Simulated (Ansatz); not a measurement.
Habitual settings against a tight run: In3Co (Cmmm, 8 atoms in the cell)

Self-consistent single point.

```
In3Co
1.0
    4.63262    -4.66944     0.00000
    4.63262     4.66944     0.00000
    0.00000     0.00000     3.98367
In Co
6 2
Cartesian
  2.31631   2.33472   0.00000
  2.31631  -2.33472   0.00000
  4.63262  -3.17186   1.99184
  4.63262   3.17186   1.99184
  3.12378   0.00000   1.99184
  6.14146   0.00000   1.99184
  4.63262   1.25813   0.00000
  4.63262  -1.25813   0.00000
```

Method: LDA (PW92), harder PAW files (source: ansatz) made with PBE (plane waves; Ansatz, a program for electronic structure).

Base settings: basis.ecutwfc = 900 eV; kpoints.mp_grid.grid = 4 4 6; hamiltonian.xc = lda; hamiltonian.pseudopotentials = {kind: paw, source: ansatz}; scf.occupations.method = cold; scf.occupations.width = 0.05 eV.

Tight run (finer mesh or higher cutoff; not a proven limit): basis.ecutwfc: 900 eV → 1260 eV; kpoints.mp_grid.grid: 4 4 6 → 6 6 9; scf.convergence.dr2_threshold: default (1e-07 eV) → 1e-09 eV. It gave Fermi level (on the code's own zero) 13.08 eV; pressure -6.55 GPa; largest force (vector length) 0.380 eV/Å.

Quick runs, as changes from the base:
- A: the base itself
- B: basis.ecutwfc: 900 eV → 450 eV; kpoints.mp_grid.grid: 4 4 6 → 2 2 2; scf.occupations.method: cold → gaussian; scf.occupations.width: 0.05 eV → 0.272 eV; scf.convergence.dr2_threshold: default (1e-07 eV) → 0.0001 eV
- C: basis.ecutwfc: 900 eV → 450 eV; kpoints.mp_grid.grid: 4 4 6 → 4 4 4; scf.occupations.method: cold → gaussian; scf.occupations.width: 0.05 eV → 0.272 eV; scf.convergence.dr2_threshold: default (1e-07 eV) → 0.001 eV
- D: basis.ecutwfc: 900 eV → 540 eV; kpoints.mp_grid.grid: 4 4 6 → 3 3 3; hamiltonian.xc: lda → pbesol; scf.occupations.width: 0.05 eV → 0.2 eV [PBEsol]
- E: basis.ecutwfc: 900 eV → 720 eV; kpoints.mp_grid.grid: 4 4 6 → 6 6 6; scf.occupations.width: 0.05 eV → 0.5 eV; kpoints.mp_grid.shift: default → 0.5 0.5 0.5

Energies are extrapolated to zero smearing width, which holds to low order in the width alone.

Dashes: time of B, C, D, under 30 s; energy of D, another energy zero.

† marks runs with another functional, U, potentials or spin treatment: their distance from the tight run is not a convergence error alone.

The count of work is k-points × plane waves × bands × iterations; it is no time. Core times come from one kind of shared machine and are given to one figure; runs under 30 s give none.

Pressures in the table are Ansatz's without its Pulay estimate, at a fixed set of plane waves; the tight run's value above holds the estimate.

The starting cell comes from a database of computed structures (which also holds hypothetical and non-ambient phases and stackings), without a prior relaxation at this level. Its lattice was rescaled by a random factor within 2.5 % of one. Spin polarisation is off. In the base run, with a pressure of about -7 GPa the cell is away from its equilibrium volume at this level.

| run | energy less tight (meV/atom) | pressure less tight (GPa) | largest miss in a force vector (eV/Å) | count of work / tight | core time / tight (rough) |
|---|---|---|---|---|---|
| A | 0.2 | -0.07 | 0.045 | 0.22 | 0.3 |
| B | 1459.3 | -70.07 | 0.371 | 0.013 | – |
| C | 1501.5 | -69.34 | 0.112 | 0.035 | – |
| D† | – | -9.50 | 0.189 | 0.026 | – |
| E | 7.4 | -0.67 | 0.060 | 0.22 | 0.3 |

Among the runs at the tight run's level, the energy misses run from 0.2 to 1501.5 meV/atom.

Left out of this page: 1 run of the series outside the window shown, repeating another row's setting, or not comparable.

Keys are those of Ansatz 0.2.
